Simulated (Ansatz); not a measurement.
# Element substitutions in K

The parent structure is K in the bcc (W type) structure (space group Im-3m, No. 229; a = 5.212 Å).

Each row replaces one element on all its sites; cell and atoms are relaxed.

Computed with PBEsol/PAW in Ansatz (a quantum-chemistry and plane-wave program), scalar-relativistic without spin-orbit coupling, earlier PAW set.

Candidates:
(a) K → Ca
(b) K → H
(c) K → La

Before the change:

| Quantity | Value |
|---|---|
| Lattice parameter a | 5.212 Å |

Problem. Order them by lattice parameter a, lowest first.

Solution. (b) K → H (1.800 Å), (c) K → La (4.110 Å), (a) K → Ca (4.322 Å)

No phonon test of stability was made. For La in this form, whether it has been made was not checked. All final runs are without spin polarisation. This is not the structure that Ca has at room temperature and ambient pressure. This is not the structure that La has at room temperature and ambient pressure.
